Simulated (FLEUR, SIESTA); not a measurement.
A SIESTA input for a self-consistent single point of Cu3Rh (P6_3/mmc, 8 atoms in the cell) (DFT, LDA PW92, numerical atomic orbitals TZP, PseudoDojo LDA standard norm-conserving potentials (rewritten from UPF to PSML)):

```
# files in the folder: Cu.psml Rh.psml (PseudoDojo LDA standard)
SystemName  Cu3Rh
SystemLabel Cu3Rh

NumberOfAtoms                8
NumberOfSpecies              2
%block ChemicalSpeciesLabel
  1 29 Cu
  2 45 Rh
%endblock ChemicalSpeciesLabel
LatticeConstant              5.264809 Ang
%block LatticeVectors
     1.000000000    0.000000000    0.000000000
    -0.499999905    0.866025339    0.000000000
     0.000000000    0.000000000    0.808111367
%endblock LatticeVectors
AtomicCoordinatesFormat      ScaledCartesian
%block AtomicCoordinatesAndAtomicSpecies
     0.245880016    0.141958874    0.606083526  1
     0.254120079    0.724066466    0.202027842  1
     0.000000031    0.283917747    0.202027842  1
     0.500000064    0.582107592    0.606083526  1
     0.754120016    0.141958874    0.606083526  1
    -0.254119921    0.724066466    0.202027842  1
     0.500000532    0.288674824    0.202027842  2
    -0.000000437    0.577350515    0.606083526  2
%endblock AtomicCoordinatesAndAtomicSpecies

XC.functional                LDA
XC.authors                   PW92
PAO.BasisSize                TZP
PAO.EnergyShift              0.005 Ry
MeshCutoff                   300 Ry
%block kgrid.MonkhorstPack
    5   0   0  0.0
    0   5   0  0.0
    0   0   5  0.0
%endblock kgrid.MonkhorstPack
OccupationFunction           MP
OccupationMPOrder            0
ElectronicTemperature        0.05 eV

MaxSCFIterations             150
SCF.Mixer.Method             Broyden
SCF.Mixer.Weight             0.1
SCF.Mixer.History            8
SCF.DM.Tolerance             1.0E-04
Diag.ParallelOverK           true
WriteForces                  true
```

**Question.** Write the same calculation as an input for FLEUR.

**Answer.** One input that does it (others would too):

Input of the input generator:

```
Cu3Rh FLAPW
&input film=f /
9.9490467374 -0.0000003863 0.0000000000
-4.9745230341 8.6161274112 0.0000000000
0.0000000000 0.0000000000 8.0399380630
1.0
1.0 1.0 1.0

8
29 0.3278400000 0.1639200000 0.7500000000
29 0.6721600000 0.8360800000 0.2500000000
29 0.1639200000 0.3278400000 0.2500000000
29 0.8360800000 0.6721600000 0.7500000000
29 0.8360800000 0.1639200000 0.7500000000
29 0.1639200000 0.8360800000 0.2500000000
45 0.6666666667 0.3333333333 0.2500000000
45 0.3333333333 0.6666666667 0.7500000000

&comp jspins=1 /
&exco xctyp='pz' /
&kpt div1=5 div2=5 div3=5 /
&end /
```

```xml
<?xml version="1.0" encoding="UTF-8" standalone="no"?>
<fleurInput fleurInputVersion="0.39">
   <comment>
      Cu3Rh FLAPW                                                                                         
   </comment>
   <calculationSetup>
      <cutoffs Kmax="4.3" Gmax="17.2" GmaxXC="17.2" numbands="0"/>
      <scfLoop itmax="100" minDistance="0.00001" maxIterBroyd="40" imix="Anderson" alpha="0.05" precondParam="0.0" spinf="2.0"/>
      <coreElectrons ctail="T" frcor="F" kcrel="0" coretail_lmax="0"/>
      <xcFunctional name="pz" relativisticCorrections="F"/>
      <magnetism jspins="1"/>
      <soc l_soc="F" theta="0.0" phi="0.0" spav="F"/>
      <expertModes spex="0" secvar="F"/>
      <geometryOptimization l_f="T" forcealpha="1.0" forcemix="BFGS" epsdisp="0.00001" epsforce="0.00001"/>
      <ldaU l_linMix="F" mixParam="0.05" spinf="1.0"/>
   </calculationSetup>
   <cell>
      <bzIntegration valenceElectrons="96.0" mode="gauss" fermiSmearingEnergy="0.00183747">
         <kPointListSelection listName="default-1"/>
         <!-- k-points included here -->
         <xi:include xmlns:xi="http://www.w3.org/2001/XInclude" href="kpts.xml"> </xi:include>
      </bzIntegration>
      <!-- symmetry operations included here -->
      <xi:include xmlns:xi="http://www.w3.org/2001/XInclude" href="sym.xml"> </xi:include>
      <bulkLattice scale="1.0">
         <bravaisMatrix>
            <row-1>    9.9490467373999998    -0.0000003863000000     0.0000000000000000</row-1>
            <row-2>   -4.9745230340999997     8.6161274112000008     0.0000000000000000</row-2>
            <row-3>    0.0000000000000000     0.0000000000000000     8.0399380629999992</row-3>
         </bravaisMatrix>
      </bulkLattice>
   </cell>
   <atomSpecies>
      <species name="Copper (Cu)" element="Cu" atomicNumber="29">
         <mtSphere radius="2.29" gridPoints="791" logIncrement="0.016"/>
         <atomicCutoffs lmax="8" lnonsphr="6"/>
         <electronConfig flipSpins="F">
            <coreConfig>(1s1/2) (2s1/2) (2p1/2) (2p3/2) (3s1/2) (3p1/2) (3p3/2)</coreConfig>
            <valenceConfig>(4s1/2) (3d3/2) (3d5/2)</valenceConfig>
            <stateOccupation state="(4s1/2)" spinUp="0.5" spinDown="0.5"/>
         </electronConfig>
         <energyParameters s="4" p="4" d="3" f="4"/>
      </species>
      <species name="Rhodium (Rh)" element="Rh" atomicNumber="45">
         <mtSphere radius="2.36" gridPoints="813" logIncrement="0.016"/>
         <atomicCutoffs lmax="10" lnonsphr="8"/>
         <electronConfig flipSpins="F">
            <coreConfig>(1s1/2) (2s1/2) (2p1/2) (2p3/2) (3s1/2) (3p1/2) (3p3/2) (4s1/2) (3d3/2) (3d5/2)</coreConfig>
            <valenceConfig>(4p1/2) (4p3/2) (5s1/2) (4d3/2) (4d5/2)</valenceConfig>
            <stateOccupation state="(5s1/2)" spinUp="0.5" spinDown="0.5"/>
            <stateOccupation state="(4d3/2)" spinUp="1.6" spinDown="1.6"/>
            <stateOccupation state="(4d5/2)" spinUp="2.4" spinDown="2.4"/>
         </electronConfig>
         <energyParameters s="5" p="5" d="4" f="4"/>
         <lo type="SCLO" l="1" n="4" eDeriv="0"/>
      </species>
   </atomSpecies>
   <atomGroups>
      <atomGroup species="Copper (Cu)">
         <relPos label="                   1">.3278400000 .1639200000 -1.000/4.000</relPos>
         <relPos label="                   2">-.3278400000 -.1639200000 1.000/4.000</relPos>
         <relPos label="                   3">.1639200000 .3278400000 1.000/4.000</relPos>
         <relPos label="                   4">-.1639200000 -.3278400000 -1.000/4.000</relPos>
         <relPos label="                   5">-.1639200000 .1639200000 -1.000/4.000</relPos>
         <relPos label="                   6">.1639200000 -.1639200000 1.000/4.000</relPos>
         <force calculate="T" relaxXYZ="TTT"/>
      </atomGroup>
      <atomGroup species="Rhodium (Rh)">
         <relPos label="                   7">-1.000/3.000 1.000/3.000 1.000/4.000</relPos>
         <relPos label="                   8">1.000/3.000 -1.000/3.000 -1.000/4.000</relPos>
         <force calculate="T" relaxXYZ="TTT"/>
      </atomGroup>
   </atomGroups>
   <output dos="F" band="F" slice="F">
      <checks vchk="F" cdinf="F"/>
      <bandDOS minEnergy="-.5*Htr" maxEnergy="0.5*Htr" sigma="0.015" storeEVData="T"/>
      <vacuumDOS vacdos="F" integ="F" star="F" nstars="0" locx1="0.0" locy1="0.0" locx2="0.0" locy2="0.0" nstm="0" tworkf="0.0"/>
      <unfoldingBand unfoldBand="F" supercellX="1" supercellY="1" supercellZ="1"/>
      <plotting iplot="0" polar="F">
         <plot TwoD="T" vec1="  1.0  0.0  0.0" vec2="  0.0  1.0  0.0" vec3="  0.0  0.0  1.0" zero="  0.0  0.0  0.0" file="plot"/>
      </plotting>
      <chargeDensitySlicing numkpt="0" minEigenval="0.0" maxEigenval="0.0" nnne="0" pallst="F"/>
      <specialOutput eonly="F"/>
      <magneticCircularDichroism mcd="F" energyLo="-10.0" energyUp="0.0"/>
   </output>
  <!-- We include the file relax.xml here to enable relaxations (see documentation) -->
  <xi:include xmlns:xi="http://www.w3.org/2001/XInclude" href="relax.xml"> <xi:fallback/> </xi:include>
</fleurInput>
```

Basis settings and potentials, where a program has them, do not carry over. This input uses DFT, LDA (Perdew-Zunger), all-electron FLAPW (FLEUR), scalar-relativistic valence. LDA parametrisations can differ slightly between programs.

The starting cell comes from a database of computed structures (which also holds hypothetical and non-ambient phases and stackings), without a prior relaxation at this level. Its lattice was rescaled by a random factor within 2.5 % of one.
